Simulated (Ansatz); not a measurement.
## Zr2TlC (space group P6_3/mmc, No. 194; a cell from a computed database, its experimental status unchecked)

```xyz
8
Lattice="3.3454 0.0000 0.0000 -1.6727 2.8972 0.0000 0.0000 0.0000 14.9084" Properties=species:S:1:pos:R:3 pbc="T T T"
Zr     0.0000     1.9315     8.6755
Zr     1.6727     0.9657     6.2328
Zr     1.6727     0.9657     1.2214
Zr     0.0000     1.9315    13.6870
Tl     0.0000     1.9315     3.7271
Tl     1.6727     0.9657    11.1813
C      0.0000     0.0000     0.0000
C      0.0000     0.0000     7.4542
```

Method: PBEsol (Ansatz, a quantum-chemistry and plane-wave program; PAW; 420 eV plane waves; no SOC). k-mesh 16×16×4 (Γ-centred); smearing 0.05 eV (Fermi–Dirac).

- Volume per atom: 18.06 Å³
- Density: 9.17 g/cm³
- Band gap: zero
- Total energy: -4950.638 eV/atom (σ→0; compares only within this code and set-up)

Whether these cells are dynamically stable was not tested. All final runs are without spin polarisation.
